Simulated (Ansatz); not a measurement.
An Ansatz (a first-principles code) run: TiAl with a change (Ti → Zn); Ansatz, r2SCAN, PAW, cutoff 500 eV, spin-orbit coupling left out, earlier PAW set.

Input:

Ansatz 0.2 input:
```yaml
crystal:
  lattice:
    - [2.7955074621, 0, 0]
    - [0, 2.7955074621, 0]
    - [0, 0, 3.9187435724]
  atoms:
    - { symbol: Al, position: [0.5, 0.5, 0.5] }
    - { symbol: Zn, position: [0, 0, 0] }
basis: { ecutwfc: 500, ecutrho_ratio: 4, xc_grid: 4, fft_grid_basis: typed }
kpoints: { mp_grid: { grid: [17, 17, 12] } }
hamiltonian:
  xc: r2scan
  dispersion: none
  pseudopotentials: { azcp: { folder: ./paw }, kind: paw }
scf: { occupations: { method: fermi_dirac, width: 0.05 }, convergence: { dr2_threshold: 0.0000000002 } }
output: { forces: true, stress: true }
checkpoint: { write: state.ck, write_every: 1000 }
```

Output (explanatory and most iteration lines left out):

```
Pseudopotential: Al, paw, valence charge 3
Pseudopotential: Zn, paw, valence charge 12
Crystal: 2 atoms, lattice volume = 30.624 Å³
Basis set: ecut = 500 eV, 775 PW (Γ), exchange–correlation on 96×96×120 points (64 copies of the dense FFT grid, shifted against one another)
Bands: 12, of which v1, the nominal top of the filled ones, is band 8 counted from 1 (7 counted from 0)
Symmetry: 16 space group operations
Space group: P4/mmm (ITA 123), of the structure as read, at distance tolerance 3.1e-5 Å
k-points: 315 of 3468
Functional: x = r2scan, c = r2scan; τ floored in thin density (d = 2e-4 eV/Å³)
SCF iter   1: F=—  HF=-3866.089011 eV  |F-HF|=—  |Δ(HF+E_count)|=         —  Δρ=4.60e-2  dr2=7.22e-1  dr2_τ=9.58e-3  ethr=3.10e-3  ⟨swp⟩=5.8  Hψ=25968  notcnv=0
SCF iter   2: F=—  HF=-3866.012805 eV  |F-HF|=—  |Δ(HF+E_count)|=   7.62e-2  Δρ=2.41e-2  dr2=1.32e-1  dr2_τ=2.38e-3  ethr=3.10e-3  ⟨swp⟩=2.1  Hψ=9705  notcnv=0  defer=95
SCF 1 converged in 9 iterations: F = -3866.005853 eV  dr2 = 2.25e-11
SCF converged after 9 iterations
Free energy (F): -3866.005853 eV
Internal energy: -3866.001841 eV  (E = F + TS)
E sigma→0 (E₀):  -3866.003847 eV
Entropy (-TS):   -0.004012 eV (-2.006 meV/atom)
Fermi energy:    9.898754 eV
--- Forces (eV/Å), atoms counted from 1 ---
  atom   1  Al     0.00000000     0.00000000    -0.00000000
  atom   2  Zn    -0.00000000     0.00000000     0.00000000
--- Stress (GPa, compression-positive) ---
        0.001424      -0.000000       0.000000
       -0.000000       0.001424       0.000000
        0.000000       0.000000      -0.004442
  P = ⅓ Tr σ = -0.0005 GPa (-0.005 kbar)
```

No phonon test of stability was made. The cell was made from TiAl by this change: Ti → Zn; the result is a hypothetical phase, not in the database extracts checked.
